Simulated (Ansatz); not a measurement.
Here is the system:

```
InSb
1.0
    0.00000     3.26017     3.26017
    3.26017     0.00000     3.26017
    3.26017     3.26017     0.00000
In Sb
1 1
Direct
  0.00000   0.00000   0.00000
  0.25000   0.25000   0.25000
```

These are PBEsol, rigid bands (plane waves, PAW, scalar-relativistic; Ansatz, a program for electronic structure) values and carry that method's errors. How the cell was made: cell and atoms relaxed with PBEsol.

**Question.** Is this a good metal at this level?

**Answer.** No. No gap shows, but r2SCAN opens one on the same cell, so the missing gap may be the functional's error (that test had no spin-orbit coupling). N(E_F) = 0.0036 states/eV a cell at 300 K and the Drude plasma energy along the best axis is 0.177 eV, several times under that of a simple or noble metal.

Spin-orbit coupling is left out; it can open or close a small gap.
